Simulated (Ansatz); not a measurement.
The starting structures come from a database of crystals and need not be the phases stable at ambient conditions.

By PBEsol, the system below comes out a metal.

The ballistic (Sharvin) conductance counts the channels at the Fermi level: G/A = (e²/h) × channels of both spins per area.

Consider the following.

```
CELL_PARAMETERS angstrom
      3.90786     0.00000     0.00000
      1.86149     3.43601     0.00000
      1.95393     1.16369     0.80315
ATOMIC_POSITIONS crystal
  Cu 0.00000 0.00000 0.00000
```

Space group of this cell: I4/mmm. The cell is strained (all lengths scaled by 0.98); by PBEsol its mean pressure is 9.8 GPa.

The current flows along the normal of the first two printed cell vectors, the (111) plane of the conventional cell. No spin-orbit coupling; the value is a mean over 0.1 eV about the Fermi level.

Q: Compute, with Ansatz (a program for electronic structure) with PBEsol, the ballistic conductance per area.

A: 1.2 × 10¹⁵ S/m² for both spins.
